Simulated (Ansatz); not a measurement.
Start from CdCu2GeSe4 (space group I-42m, No. 121; a = 5.730 Å, c = 11.024 Å). Axes: x, y, z lie along a, b, c of the conventional cell.

All numbers come from plane-wave PAW DFT at the PBEsol level (Ansatz, an electronic-structure program, 420 eV), no SOC.

Base values:

| Property | Value |
|---|---|
| Pressure | 0.0 GPa |
| Shortest interatomic distance | 2.382 Å |
| Band gap | zero |

It is then changed as follows: a pure shear with ε_xz = ε_zx = 0.0080; the atoms relax in the strained cell.

Q: Predict the new largest internal atomic displacement.

A: The largest internal atomic displacement comes out as 0.021 Å.

Q: Predict the new pressure.

A: The pressure (mean of the normal stresses, compression positive) is still 0.0 GPa.

Q: How does this affect the energy relative to the base?

A: The energy goes up by 0.6 meV/atom.

Q: Estimate the effect on the shortest interatomic distance.

A: The shortest interatomic distance falls by 0.002 Å, from 2.382 Å to 2.380 Å.

Q: What does the calculation give for the band gap after the change?

A: The band gap is still zero.

Whether these cells are dynamically stable was not tested. All final runs are without spin polarisation. Gaps under 0.05 eV, about the width of the smearing, are given as zero. The zero or small gap of CdCu2GeSe4 can change with the level of theory.
